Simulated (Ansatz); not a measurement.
The reference is ZnSe in the zinc blende structure (space group F-43m, No. 216).

```
ZnSe
1.0
    0.00000     2.81667     2.81667
    2.81667     0.00000     2.81667
    2.81667     2.81667     0.00000
Zn Se
1 1
Direct
  0.00000   0.00000   0.00000
  0.25000   0.25000   0.25000
```

Cartesian axes are those of the cell as printed.

Level of theory: PBEsol/PAW in Ansatz (a first-principles code), no spin-orbit coupling.

For the base:

The pressure is 0.00 GPa. The valence-band top at Γ comes out as 0.00, 0.00, 0.00 eV and the band gap comes out as 1.24 eV.

It is then changed as follows: biaxial strain −0.42 %, plane normal [111], relaxed out of plane (Cartesian); in-plane vectors clamped, the third vector and the atoms free.

Task: Predict the new pressure.

Result: The pressure (mean of the normal stresses, compression positive) goes from zero to 0.37 GPa.

Task: How does this affect the valence-band top at Γ?

Result: The valence-band top at Γ (three highest levels, from the VBM) changes from 0.00, 0.00, 0.00 eV to 0.00, 0.00, -0.04 eV.

Task: Predict the new band gap.

Result: The band gap is nearly the same (1.24 eV against 1.25 eV).

Whether these cells are dynamically stable was not tested.
